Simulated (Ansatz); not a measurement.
System: cubic perovskite CsPbCl3 (cubic high-temperature phase). Method: r²SCAN (Ansatz, a quantum-chemistry and plane-wave program, PAW).

Numerical settings: plane-wave cutoff 500 eV, 6×6×6 k mesh, gaussian smearing 0.02 eV, scalar-relativistic PAW data made under PBE.

Cell (relaxed at this level):

```
CELL_PARAMETERS angstrom
      5.67222     0.00000     0.00000
      0.00000     5.67222     0.00000
      0.00000     0.00000     5.67222
ATOMIC_POSITIONS crystal
  Cs 0.00000 0.00000 0.00000
  Pb 0.50000 0.50000 0.50000
  Cl 0.50000 0.00000 0.50000
  Cl 0.00000 0.50000 0.50000
  Cl 0.50000 0.50000 0.00000
```

Q: What does this level give for the band gap?

A: 
band gap: 2.45 eV (on the SCF k mesh)

Note: the relaxation could not lower the start's symmetry, so the cell can be a saddle point above a distorted one.

Spin–orbit coupling is not included; with these elements it can move the gap by several tenths of an eV or more.
